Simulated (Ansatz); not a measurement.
Consider AlN in the wurtzite structure (space group P6_3mc, No. 186; a = 3.130 Å, c = 5.018 Å).

(Cell as relaxed with PBE.)

Levels (all Ansatz, an electronic-structure program, PAW): PBE (420 eV, without spin-orbit coupling); r2SCAN (500 eV, without spin-orbit coupling).

Each level relaxes its own structure.

```
base                      PBE    r2SCAN
-------------------  --------  --------
volume per atom      10.65 Å³  10.40 Å³
lattice parameter a   3.130 Å   3.107 Å
band gap              4.03 eV   4.88 eV
```

Modification: every N is replaced by C, then cell and atoms are relaxed.

```tsv
quantity	PBE	r2SCAN
volume per atom	11.58 Å³	11.37 Å³
space group	P6_3/mmc (No. 194)	P6_3/mmc (No. 194)
band gap	zero	zero
```

PBE's volume per atom lies 0.21 Å³ above r2SCAN's (1.8 %); the two agree on the space group and band gap. Neither level is exact; r2SCAN is the comparison here, not a measurement.

Stability against distortions was not tested. As relaxed here, AlC is a hypothetical phase, not in the database extracts checked. All final runs are without spin polarisation.
